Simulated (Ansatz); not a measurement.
**Lattice constant a of CdO (model structure, started from the NiAs type, P6₃/mmc, No. 194, 4 atoms in the cell) at several levels of theory**

No measured value is used here.

Q: Put these levels in order of the lattice constant a that they give for CdO (model structure, started from the NiAs type, P6₃/mmc, No. 194, 4 atoms in the cell), smallest first: PBE (Ansatz, a program for electronic structure), PBE-D3(BJ) (Ansatz), PBEsol (Ansatz).

A: PBEsol (3.253 Å), PBE-D3(BJ) (3.276 Å), PBE (3.310 Å)

Ansatz's density-functional and Hartree–Fock values are scalar-relativistic unless marked +SOC, with PAW data made under PBE.

A model structure was made by putting elements into a prototype or built by hand; it is no filed structure, need not be a known phase, and can be a saddle point held by its symmetry.
